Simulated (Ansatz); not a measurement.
Consider BAs in the wurtzite structure (space group P6_3mc, No. 186; a = 3.354 Å, c = 5.554 Å; a cell from a computed database, its experimental status unchecked).

All numbers come from DFT with PBEsol, PAW potentials and a 420 eV plane-wave cutoff in Ansatz (a program for electronic structure), spin-orbit coupling left out.

Before the change:

The gap character is indirect, Γ → M.

Perturbation: 0.271 electrons added to each cell, a density of 5.0×10^21 cm⁻³, with a uniform compensating background at fixed cell and a 300 K Fermi–Dirac width.

Q: How does this affect the Fermi level from band edge and gap character?

A: The Fermi level relative to the doped band's edge (positive inside the band; to 0.05 eV) comes out as +0.50 eV; the gap character is still indirect, Γ → M.

Carriers are added with a uniform compensating background; total energy and stress of such cells depend on the potential's zero and are not compared; many-body gap narrowing is missing at this level. Stability against distortions was not tested. This is not the structure that BAs has at room temperature and ambient pressure.
